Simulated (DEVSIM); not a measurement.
Device: TaN/AlN/p-Ge capacitor, at 300 K.

Layer 1 from the left is AlN, thickness (nm) 5.90. Layer 2 from the left is Ge, thickness (nm) 570, Na (cm⁻³) 1.1e18.

Metal gate on the left, work function 4.4 eV. Fixed charge at the semiconductor interface 6.4e10 cm⁻² (in units of +e); interface traps 3.9e10 cm⁻² eV⁻¹, uniform in energy, neutral level at 0.5 of the gap above the valence band.

This is a model device: material constants are rounded textbook-type values typed into the input, and sizes, dopings and lifetimes were drawn at random. Values at 300 K.

AlN: gap (eV) 6.1, affinity (eV) 1.9, permittivity 8.5. Ge: gap (eV) 0.664, affinity (eV) 4, permittivity 16, Nc (cm⁻³) 1.04e19, Nv (cm⁻³) 6e18.

DEVSIM, 1D Poisson equation in equilibrium, Boltzmann statistics, complete ionisation; no quantum confinement or tunnelling. Metal contacts follow the ideal Schottky-Mott rule: no Fermi-level pinning, no interface dipoles.

Task: What does the simulation give for the minimum of the low-frequency capacitance, the flat-band voltage, the threshold voltage (band bending 2φF)?

Result: minimum of the low-frequency capacitance 0.385 μF/cm²; flat-band voltage -0.23 V; threshold voltage (band bending 2φF) 0.75 V.
